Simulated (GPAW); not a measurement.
Band structure of BeS (F-43m, 2 atoms in the cell).

```
BeS
1.0
    0.00000     2.39594     2.39594
    2.39594     0.00000     2.39594
    2.39594     2.39594     0.00000
Be S
1 1
Direct
  0.00000   0.00000   0.00000
  0.75000   0.75000   0.75000
```

Method: PBE, GPAW PAW datasets PBE (gpaw-data 1.0.1) (plane waves; GPAW 25.7.0).

Settings: mode = pw; ecut = 800 eV; xc = PBE; kpts = 8 8 8; mesh shift (steps) = 0 0 0; occupations.name = fermi-dirac; occupations.width = 0 eV; nbands = -8; convergence.forces = 0.001 eV/Å; convergence.bands = -6; symmetry.symmorphic = false; symmetry.tolerance = 0.0005; maxiter = 120; bandpath_npoints = 40.

The starting cell comes from a database of computed structures (which also holds hypothetical and non-ambient phases and stackings), without a prior relaxation at this level. Its lattice was rescaled by a random factor within 2.5 % of one.

Question: Predict the gap along the standard path and the places of the band edges.

Answer: The gap along the path is 3.02 eV, from Γ to X; the smallest direct gap on it is 5.62 eV.

Levels in eV from the top of the valence band on the SCF mesh, bands 1 to 8:
```
point       1      2      3      4     5     6      7      8
-----  ------  -----  -----  -----  ----  ----  -----  -----
Γ      -13.96   0.00   0.00   0.00  5.62  5.62   5.62   6.18
X      -11.67  -5.22  -2.78  -2.78  3.02  4.87  13.02  13.02
W      -11.60  -4.40  -4.07  -3.53  6.49  8.05   8.56   9.01
K      -11.68  -4.73  -4.31  -2.31  4.31  7.54  10.68  11.57
L      -12.24  -6.04  -1.09  -1.09  5.59  6.52   6.52  11.38
U      -11.68  -4.73  -4.31  -2.31  4.31  7.54  10.68  11.57
```
